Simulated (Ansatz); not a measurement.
Consider interstitial Li in amorphous Hf10Si10O40 (a melt-quenched model of 60 atoms), charge state +1. Calculation: PBE, PAW (plane waves to 420 eV; Ansatz, an electronic-structure program).

Cell of 60 host sites held at the glass model's own volume; the Γ point alone; Fermi-Dirac width 0.01 eV, spin-restricted; finite-size errors left in. No zero-point or tunnelling terms. Spin-orbit coupling is left out. This is one neighbourhood of one small, fast-quenched model, and the added charge may sit on a native defect of the glass. The charge state is imposed; whether it is stable for some Fermi level was not computed. Sites that were not tried may lie lower. The start lies 0.29 eV above the lowest site run (PBE).

Barriers: single points on a 2×2×2 k-point mesh shifted by half a step at the bands' geometries.

Relaxed starting cell (atoms counted from 1):

```yaml
crystal:
  lattice:
    - [9.41972, 0.00000, 0.00000]
    - [0.00000, 9.41972, 0.00000]
    - [0.00000, 0.00000, 9.41972]
  atoms:
    - { symbol: Hf, position: [0.15989, 0.82767, 0.38330] }
    - { symbol: Hf, position: [0.74103, 0.16661, 0.92215] }
    - { symbol: Hf, position: [0.86757, 0.51395, 0.08087] }
    - { symbol: Hf, position: [0.69532, 0.58484, 0.69334] }
    - { symbol: Hf, position: [0.01704, 0.40600, 0.76613] }
    - { symbol: Hf, position: [0.84757, 0.91466, 0.13939] }
    - { symbol: Hf, position: [0.56174, 0.82642, 0.39164] }
    - { symbol: Hf, position: [0.35843, 0.44061, 0.58190] }
    - { symbol: Hf, position: [0.35388, 0.80230, 0.72559] }
    - { symbol: Hf, position: [0.05088, 0.02242, 0.78489] }
    - { symbol: Si, position: [0.14315, 0.40434, 0.28252] }
    - { symbol: Si, position: [0.33718, 0.06639, 0.55835] }
    - { symbol: Si, position: [0.13524, 0.10746, 0.13727] }
    - { symbol: Si, position: [0.70212, 0.24987, 0.26284] }
    - { symbol: Si, position: [0.47209, 0.09376, 0.14993] }
    - { symbol: Si, position: [0.03217, 0.68662, 0.89336] }
    - { symbol: Si, position: [0.57938, 0.70691, 0.99382] }
    - { symbol: Si, position: [0.72184, 0.29632, 0.58521] }
    - { symbol: Si, position: [0.37009, 0.60500, 0.21195] }
    - { symbol: Si, position: [0.85709, 0.84332, 0.49560] }
    - { symbol: O, position: [0.70452, 0.18416, 0.71393] }
    - { symbol: O, position: [0.86612, 0.35210, 0.93171] }
    - { symbol: O, position: [0.75427, 0.23604, 0.42788] }
    - { symbol: O, position: [0.07995, 0.52689, 0.95303] }
    - { symbol: O, position: [0.28628, 0.45204, 0.18748] }
    - { symbol: O, position: [0.48174, 0.62896, 0.34454] }
    - { symbol: O, position: [0.26154, 0.01234, 0.71040] }
    - { symbol: O, position: [0.15498, 0.79809, 0.84464] }
    - { symbol: O, position: [0.59049, 0.41346, 0.59169] }
    - { symbol: O, position: [0.68357, 0.76045, 0.12521] }
    - { symbol: O, position: [0.68286, 0.59069, 0.90943] }
    - { symbol: O, position: [0.93981, 0.92990, 0.61668] }
    - { symbol: O, position: [0.30477, 0.09233, 0.12729] }
    - { symbol: O, position: [0.50615, 0.81814, 0.88480] }
    - { symbol: O, position: [0.94011, 0.73506, 0.03433] }
    - { symbol: O, position: [0.25338, 0.73034, 0.22562] }
    - { symbol: O, position: [0.55005, 0.12219, 0.99655] }
    - { symbol: O, position: [0.19669, 0.43417, 0.44395] }
    - { symbol: O, position: [0.38635, 0.22822, 0.56745] }
    - { symbol: O, position: [0.24824, 0.73561, 0.55056] }
    - { symbol: O, position: [0.04992, 0.96640, 0.20477] }
    - { symbol: O, position: [0.78420, 0.13097, 0.15841] }
    - { symbol: O, position: [0.72635, 0.40536, 0.19233] }
    - { symbol: O, position: [0.10107, 0.24234, 0.23939] }
    - { symbol: O, position: [0.23425, 0.43567, 0.74806] }
    - { symbol: O, position: [0.46643, 0.93587, 0.55895] }
    - { symbol: O, position: [0.08814, 0.12184, 0.97251] }
    - { symbol: O, position: [0.53094, 0.21731, 0.25866] }
    - { symbol: O, position: [0.84061, 0.42203, 0.62846] }
    - { symbol: O, position: [0.96496, 0.74939, 0.40027] }
    - { symbol: O, position: [0.00472, 0.49549, 0.23533] }
    - { symbol: O, position: [0.50223, 0.94431, 0.23543] }
    - { symbol: O, position: [0.71853, 0.74745, 0.55357] }
    - { symbol: O, position: [0.47476, 0.62426, 0.67774] }
    - { symbol: O, position: [0.23409, 0.02267, 0.42850] }
    - { symbol: O, position: [0.92923, 0.63121, 0.76184] }
    - { symbol: O, position: [0.84854, 0.98515, 0.92636] }
    - { symbol: O, position: [0.76292, 0.92028, 0.36387] }
    - { symbol: O, position: [0.01830, 0.20712, 0.70523] }
    - { symbol: O, position: [0.44814, 0.60908, 0.05637] }
    - { symbol: Li, position: [0.28111, 0.46659, 0.96479] }
```
Cell charge +1.

End state 1 differs by these moves (Å; atoms that move under 0.08 Å are left out):

| atom | element | Δx | Δy | Δz |
|---|---|---|---|---|
| 2 | Hf | 0.02 | -0.02 | -0.08 |
| 7 | Hf | 0.01 | 0.05 | 0.09 |
| 15 | Si | 0.01 | -0.07 | -0.06 |
| 19 | Si | -0.04 | 0.09 | 0.05 |
| 23 | O | -0.06 | 0.03 | -0.05 |
| 24 | O | -0.12 | -0.04 | -0.01 |
| 25 | O | 0.08 | 0.02 | 0.14 |
| 26 | O | -0.08 | 0.10 | 0.09 |
| 33 | O | 0.01 | -0.11 | -0.05 |
| 34 | O | -0.08 | -0.03 | 0.12 |
| 36 | O | -0.04 | 0.07 | -0.05 |
| 38 | O | -0.09 | 0.01 | 0.03 |
| 43 | O | -0.13 | -0.01 | -0.10 |
| 44 | O | 0.10 | -0.02 | 0.00 |
| 45 | O | -0.09 | 0.09 | -0.12 |
| 48 | O | -0.05 | 0.04 | -0.12 |
| 51 | O | -0.03 | -0.08 | -0.02 |
| 60 | O | 0.15 | -0.08 | 0.17 |
| 61 | Li | 1.96 | -0.70 | 1.47 |

Task: Predict the forward and backward barriers to end state 1 from PBE, PAW.

Result: forward 0.48 eV, backward 0.060 eV; at the saddle point atom 61 has neighbours O at 1.94, O at 2.07, O at 2.49 Å. The saddle point's order was not checked.
